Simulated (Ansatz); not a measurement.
Input and output of a self-consistent single point for Ni (Fm-3m, 1 atom in the cell) (Ansatz, a program for electronic structure).

Method of the run: PBE, PAW files (plane waves; Ansatz).

```yaml
crystal:
  lattice:
    - [0.00000, 1.74244, 1.74244]
    - [1.74244, 0.00000, 1.74244]
    - [1.74244, 1.74244, 0.00000]
  atoms:
    - { symbol: Ni, position: [0.00000, 0.00000, 0.00000], spin: 2.0 }
```
(The spins are starting values, not results.)

Reference input (self-consistent single point, DFT, PBE, plane waves, PAW files): basis.ecutwfc = 420 eV; kpoints.mp_grid.grid = 21 21 21; hamiltonian.xc = pbe; hamiltonian.pseudopotentials = {kind: paw} (the program's default PAW files); magnetization.spin_polarized = true; scf.occupations.method = fermi_dirac; scf.occupations.width = 0.1 eV. This run's input differs from it in these lines:

Ansatz 0.2 input:
```diff
@@ -9,3 +9,3 @@
 basis:
-  ecutwfc: 420.0 eV
+  ecutwfc: 170.0 eV
 kpoints:
```

Output (repeated stretches shortened):

```
SCF iter   1: F=—  HF=-5806.189013 eV  |F-HF|=—  |Δ(HF+E_count)|=         —  Δρ=6.34e-1 (↑6.34e-1 ↓1.89e-1)  dr2=2.93e1  dr2_m=5.93e0  M=0.335 μB ∫|m|=0.344 μB  β_m=0.30  ethr=3.10e-3  ⟨swp⟩=1.3  Hψ=29973  notcnv=0
Mixer restart at iter 1: flushing history
all-band conjugate gradients solve this SCF's bands
preconditioner: auto → none
   [... lines left out ...]
SCF iter  10: F=—  HF=-5792.950029 eV  |F-HF|=—  |Δ(HF+E_count)|=   8.24e-8  Δρ=3.05e-6 (↑2.78e-6 ↓3.05e-6)  dr2=2.19e-9  dr2_m=2.46e-12  M=0.000 μB ∫|m|=0.000 μB  β_m=0.96  ethr=3.57e-10  ⟨swp⟩=2.1  Hψ=10379  notcnv=0  defer=116
SCF iter  11: F=-5792.950029 eV  HF=-5792.950029 eV  |F-HF|=0.00e0  |Δ(HF+E_count)|=   1.37e-9  Δρ=4.32e-8 (↑2.67e-8 ↓4.32e-8)  dr2=3.79e-14  dr2_m=1.09e-13  M=0.000 μB ∫|m|=0.000 μB  ethr=1.22e-11  ⟨swp⟩=1.6  Hψ=22301  notcnv=0
SCF 1 converged in 11 iterations: F = -5792.950029 eV  dr2 = 3.79e-14
WARN: the starting moments were not kept: the SCF closed with an absolute magnetisation of 1.6e-7 μB, where they sum to 2 μB in size (1 site) …
Magnetization: 0.0000 μB (9.0000 up, 9.0000 down)
   [... lines left out ...]
Absolute magnetization: 0.0000 μB (∫|ρ↑−ρ↓|, with the PAW one-centre terms)
Free energy (F): -5792.950029 eV
Fermi energy:    18.786769 eV
   [... lines left out ...]
--- Forces (eV/Å), atoms counted from 1 ---
  atom   1  Ni    -0.00000000    -0.00000000     0.00000000
--- Stress (GPa, compression-positive) ---
       38.727523       0.000000       0.000000
       -0.000000      38.727523      -0.000000
       -0.000000      -0.000000      38.727523
  P = ⅓ Tr σ = 38.7275 GPa (387.275 kbar)
  The stress holds the Pulay correction. Without it, at fixed plane waves, as pw.x and ABINIT print it: P = -2846.5801 GPa
```

The run converged in 11 iterations. Against the reference run the free energy goes up by 46.8 eV/atom, the pressure goes from 6.52 to 38.73 GPa and the size of the net moment goes from 0.61 to 0.00 μB/atom.

The starting cell comes from a database of computed structures (which also holds hypothetical and non-ambient phases and stackings), without a prior relaxation at this level. Its lattice was rescaled by a random factor within 2.5 % of one. The starting moments vanished: the run ended non-magnetic, which need not be the lowest state. The program warned that a starting moment was not kept. Ansatz's pressure includes its estimate of the finite-basis (Pulay) stress. Without the estimate this run gives -2846.58 GPa. The cutoff lies below the one recommended for these files.
